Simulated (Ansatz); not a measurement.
Band structure of Mo3Si (Pm-3n, 8 atoms in the cell).

```xyz
8
Lattice="4.9389 0.0000 0.0000 0.0000 4.9389 0.0000 0.0000 0.0000 4.9389" Properties=species:S:1:pos:R:3 pbc="T T T"
Si     2.4695     2.4695     2.4695
Si     0.0000     0.0000     0.0000
Mo     1.2347     0.0000     2.4695
Mo     2.4695     1.2347     0.0000
Mo     2.4695     3.7042     0.0000
Mo     3.7042     0.0000     2.4695
Mo     0.0000     2.4695     3.7042
Mo     0.0000     2.4695     1.2347
```

Level of theory: PBE, PAW files (plane waves; Ansatz, a program for electronic structure).

Settings: basis.ecutwfc = 30.9 Ry; kpoints.mp_grid.grid = 5 5 5; hamiltonian.xc = pbe; hamiltonian.pseudopotentials = {kind: paw} (the program's default PAW files); scf.occupations.method = gaussian; scf.occupations.width = 0.0147 Ry; kpoints.band_path.npoints = 8.

The starting cell has typed, rounded lattice constants, without a prior relaxation at this level. Its lattice was rescaled by a random factor within 2.5 % of one. Spin polarisation is off.

Levels in eV from the Fermi level, bands 42 to 49:
```tsv
point	42	43	44	45	46	47	48	49
Γ	-2.09	-1.52	-1.52	1.18	1.18	1.18	1.87	2.25
X	-2.35	-1.69	-1.69	0.18	0.18	0.89	0.89	1.44
M	-1.18	-1.05	-0.89	-0.89	-0.80	-0.66	-0.47	-0.16
R	-1.68	-1.22	-1.22	-1.22	-1.22	-1.22	-1.22	1.20
```

Bands cross the Fermi level along this path, so the cell is metallic at this level.

Keys are those of Ansatz 0.2.
